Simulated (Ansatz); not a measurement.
Elastic constant C33 (GPa) of solids drawn from the class of silicides and borides, at two levels: PBE (Ansatz, a quantum-chemistry and plane-wave program, PAW), and PBEsol (Ansatz, PAW).

```csv
solid,PBE,PBEsol
C11b WSi2,529,561
AlB2-type TiB2,452,475
C11b MoSi2,491,?
AlB2-type MgB2,265,267
AlB2-type HfB2,445,469
AlB2-type ZrB2,432,454
```

### Question
Estimate the withheld PBEsol value from the other rows.

### Answer
One way: carry over the typical ratio. The ratios PBEsol / PBE of the other rows, in order: 1.008, 1.051, 1.051, 1.054, 1.060; median 1.051. C11b MoSi2: 491 × 1.051 = 516 GPa; the run gives 522 GPa. The ratios spread from 1.008 to 1.060, so such an estimate is rough. C11b MoSi2 lies outside that spread.

Over all 6 rows PBEsol is the larger in 6.

Ansatz's runs of these crystals have no spin polarisation.

Spin–orbit coupling is left out, also for the solids with elements from indium on (C11b WSi2, AlB2-type HfB2); its size isn't shown.

Each level is taken at its own relaxed cell. Ansatz's density-functional and Hartree–Fock values are scalar-relativistic unless marked +SOC, with PAW data made under PBE.
